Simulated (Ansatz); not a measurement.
**What electrons 5.0×10^21 cm⁻³ does to AgI**

Take AgI (space group P6_3mc, No. 186; a = 4.4352 Å, c = 14.6108 Å; layered, stacked along the Cartesian z axis) as the base.

Now apply this change: electron doping at 5.0×10^21 cm⁻³ (1.24 per cell), with a uniform compensating background at fixed cell and a 300 K Fermi–Dirac width.

Level of theory: PBE-D3(BJ) (Ansatz, a program for electronic structure), spin-orbit coupling left out. Settings: 12×12×4 k-points, 0.0259 eV Fermi–Dirac smearing.

| quantity | base | changed | shift |
|---|---|---|---|
| gap between the host's bands | 1.45 eV | 1.08 eV | -0.37 eV |
| largest internal atomic displacement | – | 0.161 Å | – |
| Fermi level relative to the doped band's edge (positive inside the band; to 0.05 eV) | – | +1.40 eV | – |

Final structure:

```
AgI
1.0
    4.43521     0.00000     0.00000
   -2.21761     3.84101     0.00000
    0.00000     0.00000    14.61085
Ag I
4 4
Direct
  0.00000   0.00000   0.32391
  0.00000   0.00000   0.82391
  0.66667   0.33333   0.42726
  0.33333   0.66667   0.92726
  0.00000   0.00000   0.02851
  0.00000   0.00000   0.52851
  0.66667   0.33333   0.22032
  0.33333   0.66667   0.72032
```
Cell charge -1.24453.

Carriers are added with a uniform compensating background; total energy and stress of such cells depend on the potential's zero and are not compared; many-body gap narrowing is missing at this level. Spin-orbit coupling, missing from the scalar runs, can matter with I. No phonon test of stability was made.
